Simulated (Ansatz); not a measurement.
**Response to strain in W**

Start from W in the bcc (W type) structure (space group Im-3m, No. 229; a = 3.1688 Å; relaxed with 0.1 eV smearing). Axes: x, y, z lie along the cube axes.

Strains are applied to the cell and any free atomic positions relax.

Calculations: r2SCAN, PAW, 500 eV (Ansatz, an electronic-structure program; no SOC).

Notes on the quantities. pressure: mean of the normal stresses, compression positive; energy relative to the base: free energy F.

```json
[
 {"case": "base", "pressure": "0.0 GPa", "energy relative to the base": "0 meV/atom", "volume per atom": "15.91 Å³"},
 {"case": "uniaxial strain ε_zz = −3.00 %", "pressure": "10.5 GPa", "energy relative to the base": "+26 meV/atom", "volume per atom": "15.43 Å³"},
 {"case": "uniaxial strain ε_zz = −2.50 %", "pressure": "8.6 GPa", "energy relative to the base": "?", "volume per atom": "15.51 Å³"},
 {"case": "uniaxial strain ε_zz = −2.00 %", "pressure": "?", "energy relative to the base": "+11 meV/atom", "volume per atom": "15.59 Å³"},
 {"case": "uniaxial strain ε_zz = −1.50 %", "pressure": "5.0 GPa", "energy relative to the base": "+6.3 meV/atom", "volume per atom": "15.67 Å³"},
 {"case": "uniaxial strain ε_zz = −1.00 %", "pressure": "3.3 GPa", "energy relative to the base": "+2.8 meV/atom", "volume per atom": "15.75 Å³"},
 {"case": "uniaxial strain ε_zz = −0.50 %", "pressure": "1.6 GPa", "energy relative to the base": "+0.7 meV/atom", "volume per atom": "15.83 Å³"}
]
```

Question: Fill in the withheld entries from the trend.

Answer: 
- uniaxial strain ε_zz = −2.50 %, energy relative to the base: +18 meV/atom
- uniaxial strain ε_zz = −2.00 %, pressure: 6.8 GPa

No phonon test of stability was made. The final runs are not spin-polarised.
